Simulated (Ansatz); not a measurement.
The starting structures come from a database of crystals and need not be the phases stable at ambient conditions.

 Where the default PAW files enter, the runs use the earlier of Ansatz's two default sets.

The decay constant κ of evanescent states in the gap governs leakage through a thin film.

Input:

```
CELL_PARAMETERS angstrom
      6.58015     0.00000     0.00000
      0.15660     6.57829     0.00000
      3.21178    -3.28914     2.86179
ATOMIC_POSITIONS crystal
  Pd 0.26030 0.73970 0.47940
  Pd 0.51030 0.98970 0.97940
  F  0.75137 0.56345 0.53462
  F  0.71401 0.97117 0.53462
  F  0.27883 0.53599 0.03462
  F  0.68655 0.49863 0.03462
  F  0.20419 0.98355 0.00268
  F  0.79313 0.01913 0.00268
  F  0.23087 0.45687 0.50268
  F  0.26645 0.04581 0.50268
```

Space group of this cell: Fdd2. The cell is taken as given.

Transport runs along the normal of the first two printed cell vectors.

The gap is the functional's own, uncorrected, and κ follows it; spin-orbit coupling is left out. Mid-gap values are interpolated between the computed energies.

### Question
Give the band gap and the smallest decay constant κ at mid-gap that r2SCAN run with Ansatz (a quantum-chemistry and plane-wave program) yields.

### Answer
Gap 1.27 eV on a 10×10×10 mesh; κ = 0.446 1/Å, at the zone centre.
